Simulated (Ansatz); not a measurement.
# Ge (P6₃/mmc, No. 194, 8 atoms in the cell; start mp-1091415; another form than the element's usual one)

Method: LDA (Ansatz, a program for electronic structure, PAW).

Settings: plane-wave cutoff 520 eV, 18×18×4 k mesh (along the axes of the cell as run), Fermi–Dirac smearing 0.05 eV, scalar-relativistic PAW data made under PBE.

Cell (relaxed at this level):

Space group P6₃/mmc (No. 194); a = b = 3.966 Å, c = 13.023 Å, α = β = 90.00°, γ = 120.00°

```
atom  site  symmetry       x       y       z
----  ----  --------  ------  ------  ------
Ge      4e       3m.  0.0000  0.0000  0.0932
Ge      4f       3m.  0.3333  0.6667  0.1559
```

band gap: none
bulk modulus: 72.1 GPa

Note: the relaxation could not lower the start's symmetry, so the cell can be a saddle point above a distorted one; the bulk modulus is −V dP/dV from two relaxed cells at ±2 % in volume.

Spin–orbit coupling is not included.

Computed values are for the static lattice.

A start named mp-… is a Materials Project structure, which need not be a measured phase.
